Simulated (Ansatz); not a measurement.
We consider SiO₂ (P4₁2₁2, No. 92), described by r²SCAN-D4 (plane waves, PAW; Ansatz, a program for electronic structure).

Numerical settings: plane-wave cutoff 560 eV, 8×8×6 k mesh (along the axes of the cell as run), Fermi–Dirac smearing 0.01 eV, scalar-relativistic PAW data made under PBE.

On both sides of the equilibrium volume: at 13.428 Å³/atom the pressure is 0.33 GPa and the direct gap at Γ 6.475 eV; at 13.976 Å³/atom they are -0.30 GPa and 6.393 eV. The fitted bulk modulus is 15.8 GPa.

### Question
Work out the volume deformation potential of this gap and its pressure coefficient, in two ways.

### Answer
a_V = dE_g/d ln V = (6.393 − 6.475)/ln(13.976/13.428) = -2.05 eV. Since dP = −B d ln V, dE_g/dP = −a_V/B = 130 meV/GPa. Straight from the pressures: (6.475 − 6.393)/(0.33 − (-0.30)) = 130 meV/GPa. At this level and over this range the gap at Γ widens under pressure.

Note: the bulk modulus comes from volumes at which shape and atoms were relaxed.
